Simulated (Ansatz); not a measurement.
Reference: monolayer HfS₂, PBE, rigid bands (plane waves, PAW, scalar-relativistic; Ansatz, a program for electronic structure); axes and stresses refer to this cell.

```
HfS2
1.0
    3.65218     0.00000     0.00000
   -1.82609     3.16288     0.00000
    0.00000     0.00000    18.93792
Hf S
1 2
Direct
  0.00000   0.00000   0.50000
  0.33333   0.66667   0.57638
  0.66667   0.33333   0.42362
```

The hole conductivity mass is 0.34 mₑ and the band gap is 1.31 eV. The electron conductivity mass is 0.45 mₑ.

### Question
Change: biaxial strain +1 %. What happens to hole conductivity mass, band gap, electron conductivity mass?

### Answer
hole conductivity mass moves little, to 0.34 mₑ; band gap increases to 1.43 eV; electron conductivity mass rises to 0.47 mₑ.

### Question
Change: biaxial strain +2 %. What happens to hole conductivity mass, band gap, electron conductivity mass?

### Answer
hole conductivity mass grows to 0.35 mₑ; band gap grows to 1.54 eV; electron conductivity mass grows to 0.50 mₑ.

### Question
Change: biaxial strain -2 %. What happens to hole conductivity mass, band gap, electron conductivity mass?

### Answer
hole conductivity mass falls to 0.32 mₑ; band gap falls to 1.05 eV; electron conductivity mass falls to 0.40 mₑ.

### Question
Change: biaxial strain -3 %. What happens to hole conductivity mass, band gap, electron conductivity mass?

### Answer
hole conductivity mass shrinks to 0.31 mₑ; band gap decreases to 0.91 eV; electron conductivity mass decreases to 0.38 mₑ.

Masses are for dilute carriers at 300 K, harmonic means over directions unless an axis is named. Spin-orbit coupling is left out unless a row names it. The structure type is held under load, also where the real crystal would transform.

Model free-standing layer, not matched to a measured one here: monolayer HfS2.
